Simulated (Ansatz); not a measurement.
SrO under load (space group I4/mmm), r2SCAN, rigid bands run with Ansatz (an electronic-structure program). Condition of this run: uniaxial stress along [001] of -5.4 GPa (compression positive) (the target of the relaxation). Band gap 3.70 eV, N_c = 2.26e19 cm⁻³ and N_v = 2.15e20 cm⁻³ at 300 K, conductivity masses along z (a = (0.00, 2.54, 2.67) Å; b = (2.54, 0.00, 2.67) Å; c = (2.54, 2.54, 0.00) Å) of 0.427 mₑ (electrons) and 7.13 mₑ (holes). Take k_BT = 0.02585 eV.

### Question
Find the intrinsic carrier density and the intrinsic Fermi level.

### Answer
n_i = √(N_c N_v) exp(−E_g/2k_BT) = 6.97e19 × exp(−71.56) = 5.8e-12 cm⁻³. The level lies (k_BT/2) ln(N_v/N_c) = 29 meV from mid-gap (positive towards the conduction band). Each 0.1 eV added to the gap lowers n_i by a factor of 6.9.

### Question
A film of it is 5 nm thick, with its normal along the direction named. Estimate the confinement energies in an infinite well.

### Answer
ħ²π²/(2m t²) = 0.376 eV·nm²/(m/mₑ × t²) gives 35.2 meV for electrons and 2.11 meV for holes, so the gap would widen to about 3.74 eV. Finite barriers and nonparabolic bands lower this, and with several valleys or bands the heaviest mass along the normal sets the lowest level, not this average.

### Question
What thermal injection velocity √(2k_BT/πm) limits a ballistic channel along the direction named?

### Answer
8.23e6 cm/s for electrons and 2.01e6 cm/s for holes, a ratio of √(m_h/m_e) = 4.09, for dilute carriers.

Rigid bands with the computed gap; masses take one relaxation time for all states. Spin-orbit coupling is left out; where it splits the top of the valence band, N_v and the p-type Seebeck coefficient come out somewhat high without it. Geometry: cell and atoms relaxed with PBEsol.
